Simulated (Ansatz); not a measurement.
A 32-atom cell of Ga(As,Sb) started in the zinc blende structure, site fractions As 0.375, Sb 0.625, short-range order -0.07 among the nearest mixed sites (0 is random, a negative value favours unlike neighbours), space group I2_13 at the end, an ordered arrangement that its symmetry holds. The mixed sublattice has 16 sites.

The mixing enthalpy is taken against the end members in the zinc blende type, relaxed in the same cell and mesh.

Computed with PBE (plane waves to 420 eV, PAW; Ansatz, a first-principles code). Scalar-relativistic, without spin–orbit coupling; with elements this heavy it can move edges by tenths of an eV. Its k-point mesh 3×3×3, Fermi–Dirac width 0.01 eV.

```json
[
 {"cell": "GaAs", "energy at zero smearing (eV)": "-138237.745"},
 {"cell": "GaSb", "energy at zero smearing (eV)": "-164285.421"},
 {"cell": "Ga8As3Sb5", "energy at zero smearing (eV)": "-154516.917"}
]
```

### Question
Work out the mixing enthalpy per mixed site and the interaction parameter Ω of a regular solution.

### Answer
With x = 10/16 of the second end member, ΔH = [-154516.917 − 6/16 × (-138237.745) − 10/16 × (-164285.421)] / 16 = 39.1 meV against the separate end members. Ω = ΔH / x(1 − x) = 167 meV.
